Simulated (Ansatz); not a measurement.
Worked example: relaxation of the atoms of BaPb (Cm, 4 atoms in the cell) in Ansatz (a first-principles code).

Method: LDA (PW92), default PAW files made with PBE (plane waves; Ansatz).

The change in words: one atom moved by 0.15 angstrom; relax: default → atoms; relax.f_tol: default → 0.001 eV/Å. Reference geometry:
```yaml
crystal:
  lattice:
    - [2.70207, -6.41329, 0.00000]
    - [2.70207, 6.41329, 0.00000]
    - [0.00000, 0.00000, 4.90936]
  atoms:
    - { symbol: Ba, position: [0.86697, 0.13303, 0.75000] }
    - { symbol: Ba, position: [0.13303, 0.86697, 0.25000] }
    - { symbol: Pb, position: [0.57703, 0.42297, 0.75000] }
    - { symbol: Pb, position: [0.42297, 0.57703, 0.25000] }
```

Reference input (self-consistent single point, DFT, LDA (PW92), plane waves, default PAW files made with PBE): basis.ecutwfc = 30.9 Ry; kpoints.mp_grid.grid = 6 6 6; hamiltonian.xc = lda; hamiltonian.pseudopotentials = {kind: paw} (the program's default PAW files); scf.occupations.method = fermi_dirac; scf.occupations.width = 0.0073 Ry. This run's input differs from it in these lines:

```diff
@@ -7,3 +7,3 @@
   atoms:
-    - { symbol: Ba, position: [0.866970, 0.133030, 0.750000] }
+    - { symbol: Ba, position: [0.866970, 0.133030, 0.780554] }
     - { symbol: Ba, position: [0.133030, 0.866970, 0.250000] }
@@ -20,2 +20,4 @@
   occupations: { method: fermi_dirac, width: 0.0073 Ry }
+relax:
+  f_tol: 0.001
 output:
```

Output (repeated stretches shortened):

```
   [... SCF lines of the steps left out ...]
relax step   1: F+E_penalty+E_count = -34766.39364841 eV  Δ(F+E_penalty+E_count) = +0.000e0 eV  max|allowed force component| = 2.434e-1 eV/Å  Δτ_max = 0.0000 Å  (7 SCF iters, dr2 threshold 1.00e-7 eV, accepted)
relax step   2: F+E_penalty+E_count = -34766.41109699 eV  Δ(F+E_penalty+E_count) = -1.745e-2 eV  max|allowed force component| = 9.379e-2 eV/Å  Δτ_max = 0.0693 Å  (5 SCF iters, dr2 threshold 3.70e-6 eV, accepted)
relax step   3: F+E_penalty+E_count = -34766.41422871 eV  Δ(F+E_penalty+E_count) = -3.132e-3 eV  max|allowed force component| = 1.291e-2 eV/Å  Δτ_max = 0.0461 Å  (6 SCF iters, dr2 threshold 5.50e-7 eV, accepted)
relax step   4: F+E_penalty+E_count = -34766.41431707 eV  Δ(F+E_penalty+E_count) = -8.836e-5 eV  max|allowed force component| = 1.044e-3 eV/Å  Δτ_max = 0.0054 Å  (6 SCF iters, dr2 threshold 1.04e-8 eV, accepted)
relax step   5: F+E_penalty+E_count = -34766.41431732 eV  Δ(F+E_penalty+E_count) = -2.460e-7 eV  max|allowed force component| = 4.334e-5 eV/Å  Δτ_max = 0.0003 Å  (5 SCF iters, accepted)
the relaxation is at rest under the 2 symmetry operations that the run kept from its start: a minimum is not shown …
Stability not checked: this state was not tested for a lower state beside it, because too few of the mixer's solves of this state at the end of the SCF gave a …
Free energy (F): -34766.414317 eV
Internal energy: -34766.359854 eV  (E = F + TS)
E sigma→0 (E₀):  -34766.387086 eV
Entropy (-TS):   -0.054464 eV (-13.616 meV/atom)
Fermi energy:    7.863919 eV
--- Forces (eV/Å), atoms counted from 1 ---
  atom   1  Ba     0.00000000     0.00001194    -0.00001658
   [... lines left out ...]
  atoms:
    - { symbol: Ba, position: [0.8687768546927039, 0.13122314530729623, 0.7576411740878728] }
    - { symbol: Ba, position: [0.1312237812495654, 0.8687762187504349, 0.2576361336901409] }
    - { symbol: Pb, position: [0.576177808200758, 0.42382219179924197, 0.7576364007353095] }
    - { symbol: Pb, position: [0.42382155585697273, 0.5761784441430273, 0.25764029148667705] }
```

The run converged. 

Summary of the result:
- Free energy E − TS (on the zero of these files) = -34766.4143 eV
- Fermi level (on the code's own zero) = 7.86 eV
- Pressure = -2.50 GPa
- Relaxation steps = 5

The starting cell comes from a database of computed structures (which also holds hypothetical and non-ambient phases and stackings), without a prior relaxation at this level. Its lattice was rescaled by up to half a per cent. For this run, on top of that: one atom moved by 0.15 angstrom. Ansatz's pressure includes its estimate of the finite-basis (Pulay) stress.

Cost on one core of a shared machine: roughly 2 min.

Keys are those of Ansatz 0.2.
